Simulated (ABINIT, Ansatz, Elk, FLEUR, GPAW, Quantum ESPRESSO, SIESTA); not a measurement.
## KF (Fm-3m, 2 atoms in the cell) computed with different codes at matched settings

Self-consistent single point.

```yaml
crystal:
  lattice:
    - [0.00000, 2.62442, 2.62442]
    - [2.62442, 0.00000, 2.62442]
    - [2.62442, 2.62442, 0.00000]
  atoms:
    - { symbol: K, position: [0.00000, 0.00000, 0.00000] }
    - { symbol: F, position: [0.50000, 0.50000, 0.50000] }
```

Shared settings, as Ansatz (a program for electronic structure) writes them: kpoints.mp_grid.grid = 5 5 5; scf.occupations.method = fixed. Potentials and cutoffs stand in the table.

| code | model | gap on the mesh (eV) | cutoff |
|---|---|---|---|
| Elk | PBE, all-electron FP-LAPW, Elk's shipped species files, APW+lo basis with extra local orbitals | 6.504 | rgkmax 7.5 |
| ABINIT | PBE, norm-conserving pseudopotentials (PseudoDojo nc-sr-05 PBE standard) | 6.492 | 42 Ha |
| SIESTA | GGA PBE, numerical atomic orbitals DZP, PseudoDojo PBE standard norm-conserving potentials (rewritten from UPF to PSML) | 6.065 | grid 300 Ry |
| Ansatz | PBE, PAW files | 6.475 | default |
| Quantum ESPRESSO | PBE, SSSP 1.1.2 efficiency (PBE) pseudopotentials | 6.467 | 50 Ry |
| GPAW | PBE, GPAW PAW datasets PBE (gpaw-data 1.0.1) | 6.473 | 900 eV |
| FLEUR | PBE, all-electron FLAPW (FLEUR), scalar-relativistic valence | 6.633 | Kmax 3.8 1/bohr |

Gaps are read on the mesh.

The spread over the programs that give each value: gap on the mesh within 0.568 eV.

SIESTA uses small atom-centred bases, whose incompleteness enters pressures, forces and empty levels differently from a plane-wave cutoff. Elk and FLEUR treat all electrons, but the usual bases taken here (sphere radii, linearisation, local orbitals, empty states) were not tested for convergence, so the values are no reference for the others. In the gap, SIESTA (by 0.409) and FLEUR (by 0.159) lie more than 0.12 eV from the median of the plane-wave programs.

On the base mesh (6 6 6) the same programs gave: Ansatz pressure 3.36 GPa, gap on the mesh 6.475 eV; Quantum ESPRESSO pressure 3.38 GPa, gap on the mesh 6.467 eV; ABINIT pressure 3.43 GPa, gap on the mesh 6.492 eV; GPAW gap on the mesh 6.472 eV; Elk gap on the mesh 6.503 eV; FLEUR gap on the mesh 6.633 eV; SIESTA pressure 3.82 GPa, gap on the mesh 6.064 eV.

The starting cell comes from a database of computed structures (which also holds hypothetical and non-ambient phases and stackings), without a prior relaxation at this level. Its lattice was rescaled by a random factor within 2.5 % of one.

Left out of this page: CP2K (on another mesh).

Keys are those of Ansatz 0.2.
